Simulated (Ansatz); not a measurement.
The starting structures come from a database of crystals and need not be the phases stable at ambient conditions.

```yaml
crystal:
  lattice:
    - [5.53490, 0.00000, 0.00000]
    - [0.02511, 5.53484, 0.00000]
    - [2.75490, -2.76742, 3.90488]
  atoms:
    - { symbol: Sr, position: [0.25000, 0.25000, 0.50000] }
    - { symbol: Sr, position: [0.75000, 0.75000, 0.50000] }
    - { symbol: Ti, position: [0.00000, 0.00000, 0.00000] }
    - { symbol: Ti, position: [0.50000, 0.50000, 0.00000] }
    - { symbol: O, position: [0.22904, 0.77096, 0.04192] }
    - { symbol: O, position: [0.77096, 0.22904, 0.95808] }
    - { symbol: O, position: [0.72904, 0.27096, 0.50000] }
    - { symbol: O, position: [0.27096, 0.72904, 0.50000] }
    - { symbol: O, position: [0.25000, 0.25000, 0.00000] }
    - { symbol: O, position: [0.75000, 0.75000, 0.00000] }
```

Space group of this cell: I4/mcm. The cell is taken as given; by r2SCAN its mean pressure is -0.8 GPa.

Transport runs along the normal of the first two printed cell vectors, the (110) plane of the conventional cell.

No gap correction and no spin-orbit coupling; mid-gap values are interpolated between computed energies.

Q: Give the band gap and the smallest decay constant κ at mid-gap that r2SCAN in Ansatz (a program for electronic structure) yields.

A: Gap 2.33 eV on a 8×8×8 mesh; κ = 0.264 1/Å, at the zone centre.
